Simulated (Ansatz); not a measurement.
Consider Mg2Ge in the anti-fluorite structure (space group Fm-3m, No. 225; a = 6.3644 Å). Axes: x, y, z lie along the cube axes.

Level of theory: PBEsol in Ansatz (plane waves to 420 eV, PAW, no SOC).

Base values:

The shortest interatomic distance is 5.208 bohr and the band gap is 0.08 eV.

The change: a pure shear with ε_xy = ε_yx = 0.0114, atoms relaxed at fixed cell.

**Question.** How does this affect the energy relative to the base, shortest interatomic distance and band gap?

**Answer.** The energy goes up by 1.5 meV/atom; the shortest interatomic distance drops by 0.032 bohr to 5.176 bohr; the band gap changes from 0.08 eV to zero.

The cells carry an imposed strain or load. Whether these cells are dynamically stable was not tested. All final runs are without spin polarisation. A zero or small gap of Mg2Ge can be the functional's error rather than a property of the material.

Ansatz is a quantum-chemistry and plane-wave program.
